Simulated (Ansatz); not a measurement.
The reference is TiC in the rock salt structure (space group Fm-3m, No. 225; relaxed with 0.1 eV smearing).

```yaml
crystal:
  lattice:
    - [0.00000, 2.13046, 2.13046]
    - [2.13046, 0.00000, 2.13046]
    - [2.13046, 2.13046, 0.00000]
  atoms:
    - { symbol: Ti, position: [0.00000, 0.00000, 0.00000] }
    - { symbol: C, position: [0.50000, 0.50000, 0.50000] }
```

Cartesian axes are those of the cell as printed.

The values are results of Ansatz (a program for electronic structure) LDA, no spin-orbit coupling, not measurements.

Perturbation: compressive biaxial strain of 2.08 % in the plane normal to [111], as in epitaxy on a mismatched substrate; the out-of-plane cell vector and the atoms relax.

Problem. What does the calculation give for the out-of-plane strain, in-plane stress and energy relative to the base after the change?

Solution. The out-of-plane strain is +1.31 %; the mean in-plane stress (compression positive) comes out as +13.0 GPa; the energy grows by 16 meV/atom.

Stability against distortions was not tested. All final runs are without spin polarisation.
